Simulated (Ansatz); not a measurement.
The parent structure is SrTiO3 in the cubic perovskite structure (space group Pm-3m, No. 221; a = 3.891 Å).

Perturbation: a hydrostatic pressure of 7 GPa.

Levels (all Ansatz, an electronic-structure program, PAW): PBEsol (420 eV, without spin-orbit coupling); r2SCAN (500 eV, without spin-orbit coupling); HSE06 (420 eV, scalar-relativistic without spin-orbit coupling).

One geometry, relaxed with PBEsol, under each level:

```csv
level,band gap,lowest conduction level above the VBM at special points,pressure
PBEsol,1.91 eV,Γ 1.91 eV; X 2.11 eV; M 4.06 eV; R 4.79 eV,7.00 GPa
r2SCAN,…,…,…
HSE06,3.45 eV,Γ 3.45 eV; X 3.66 eV; M 5.76 eV,–
```

Problem. Give the withheld r2SCAN results.

Solution. 
- r2SCAN, band gap: 2.37 eV
- r2SCAN, lowest conduction level above the VBM at special points: Γ 2.37 eV; X 2.54 eV; M 4.43 eV; R 5.18 eV
- r2SCAN, pressure: 9.87 GPa

Single points use the geometry relaxed with PBEsol. Their cutoffs differ, which shifts pressures a little. The hybrid gap comes from the SCF mesh plus the semilocal run's edge points and a few special points and is an upper bound. Load acts through the strain it causes; cell and atoms are relaxed under it. No phonon test of stability was made. No other phases were tried under pressure. All final runs are without spin polarisation. Many cubic perovskites are stable only at high temperature; tilts and polar distortions were not tested.
